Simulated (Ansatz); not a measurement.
Take HfN in the rock salt structure (space group Fm-3m, No. 225; a = 4.5482 Å; relaxed with 0.1 eV smearing) as the base.

Level of theory: DFT with PBE, PAW potentials and a 420 eV plane-wave cutoff in Ansatz (an electronic-structure program), no spin-orbit coupling.

Strains are applied to the cell and any free atomic positions relax.

One change was made to it. Results:

| quantity | base | after |
|---|---|---|
| pressure | 0.0 GPa | -13.8 GPa |
| energy relative to the base (free energy F) | 0 meV/atom | +33 meV/atom |

Question: What was done to the base?
(A) isotropic strain +2.00 %
(B) isotropic strain −1.50 %
(C) isotropic strain −2.50 %
(D) isotropic strain +1.00 %

Answer: A, isotropic strain +2.00 %. For comparison, the energy relative to the base in the other runs: isotropic strain −1.50 % gives +21 meV/atom; isotropic strain +1.00 % gives +8.4 meV/atom; isotropic strain −2.50 % gives +59 meV/atom.

No phonon test of stability was made. The final runs are not spin-polarised. An odd electron count without spin: HfN.
